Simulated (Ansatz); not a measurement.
# Cost against accuracy: basis.ecutwfc for Zr2AlN (P6_3/mmc, 8 atoms in the cell)

Cell: a = 3.1672 Å, b = 3.1672 Å, c = 14.1971 Å, α = 90.00°, β = 90.00°, γ = 120.00°.

Method: PBEsol, default PAW files made with PBE (plane waves; Ansatz, an electronic-structure program).

Base settings: basis.ecutwfc = 420 eV; kpoints.mp_grid.grid = 6 6 2; hamiltonian.xc = pbesol; hamiltonian.pseudopotentials = {kind: paw} (the program's default PAW files); scf.occupations.method = gaussian; scf.occupations.width = 0.1 eV.

Misses are taken against the tightest run, 840 eV, which need not be fully converged itself. The energy is the free energy per atom.

The count of work is k-points × plane waves × bands × iterations; it is no time, and leaves out set-up, grids and terms that scale otherwise. 

Ansatz's pressure holds its estimate of the finite-basis (Pulay) stress, which hides part of the cutoff error; the uncorrected pressure shows it.

The starting cell was generated: these elements placed on a structure prototype, without a prior relaxation; it need not be a known phase or ordering of this composition. In the base run, with a pressure of about 9 GPa the cell is away from its equilibrium volume at this level. In the base run, forces exceed 1 eV/Å. Ansatz's pressure includes its estimate of the finite-basis (Pulay) stress.

| basis.ecutwfc | energy less reference (meV/atom) | pressure less reference (GPa) | largest difference in the force on any atom (eV/Å) | uncorrected pressure less reference (GPa) | count of work / reference |
|---|---|---|---|---|---|
| 170 eV | 3375.70 | 9.08 | 0.963 | -103.95 | 0.11 |
| 210 eV | 1115.83 | -1.72 | 0.528 | -44.51 | 0.13 |
| 250 eV | 395.22 | -0.37 | 0.211 | -18.51 | 0.16 |
| 295 eV | 112.67 | 0.66 | 0.081 | -6.19 | 0.21 |
| 335 eV | 32.94 | 0.29 | 0.043 | -2.18 | 0.26 |
| 380 eV | 6.99 | 0.06 | 0.006 | -0.60 | 0.29 |
| 420 eV | 1.60 | 0.01 | 0.001 | -0.16 | 0.35 |
| 485 eV | 0.28 | 0.01 | 0.000 | 0.00 | 0.44 |
| 545 eV | 0.20 | 0.00 | 0.000 | 0.00 | 0.51 |
| 630 eV | 0.08 | 0.00 | 0.000 | 0.00 | 0.65 |
| 735 eV | 0.04 | 0.00 | 0.000 | 0.00 | 0.81 |
| 840 eV | 0.00 | 0.00 | 0.000 | 0.00 | 1.0 |

Coarsest setting among those run that, with all tighter ones, holds the energy within 5 meV/atom of the reference: 420 eV, off by 1.6 meV/atom; it needs 0.35 of the reference's count of work.

Coarsest setting among those run that, with all tighter ones, holds the energy within 0.5 meV/atom of the reference: 485 eV, off by 0.28 meV/atom; it needs 0.44 of the reference's count of work.

The step from 250 eV to 545 eV: it takes the miss in the energy from 400 to 0.20 meV/atom, for 3.3 times the count of work.

Keys are those of Ansatz 0.2.
